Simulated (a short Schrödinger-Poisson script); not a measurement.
Solved with a short Schrödinger-Poisson script written for these runs: 1D Poisson equation in equilibrium, electrons quantum, Hartree plus LDA exchange-correlation (BenDaniel-Duke, 40 states a valley, the channel's in-plane mass for all, wave functions free to enter the barrier), parabolic valleys, classical holes, donors ionised by Fermi statistics, acceptors fully, no traps, pinning or gate leakage.

Stack: gated In0.52Al0.48As/In0.53Ga0.47As modulation-doped gas in a quantum well, at 300 K.

From the gate side: 15 nm In0.52Al0.48As; 10 nm In0.52Al0.48As, donors 2.9e18 cm⁻³; 40 nm In0.52Al0.48As; 15 nm In0.53Ga0.47As; 4000 nm In0.52Al0.48As, acceptors 3e14 cm⁻³.

The device is made up for the run: typed textbook-type constants, with dimensions and the other settings drawn at random. In0.52Al0.48As: permittivity 12.5, conduction-band edge (eV) 0.52, gap (eV) 1.45, electron mass (mₑ) 0.075, Nv at 300 K (cm⁻³) 1.1e19. In0.53Ga0.47As: permittivity 13.9, conduction-band edge (eV) 0, gap (eV) 0.74, Nv at 300 K (cm⁻³) 7.7e18.

Channel valleys (confinement mass, in-plane density-of-states mass, number): Γ 0.041, 0.041, 1. At the gate the conduction-band edge of layer 1 lies 0.75 eV − eVg above the Fermi level of the channel; the field vanishes at the back. Donor level 0.02 eV below the band edge. The barrier under the gate holds no holes. Gaps are held at their typed values at every temperature. Mesh 0.08 nm at interfaces.

**Question.** Give the sheet density of all electrons at Vg = -0.6 V (cm⁻²); the centroid of the channel electrons at Vg = 0.4 V (nm); the lowest subband against the Fermi level at Vg = 0.4 V (meV).

**Answer.** sheet density of all electrons at Vg = -0.6 V (cm⁻²): 1.85e10; centroid of the channel electrons at Vg = 0.4 V (nm): 6.49; lowest subband against the Fermi level at Vg = 0.4 V (meV): -23.4.
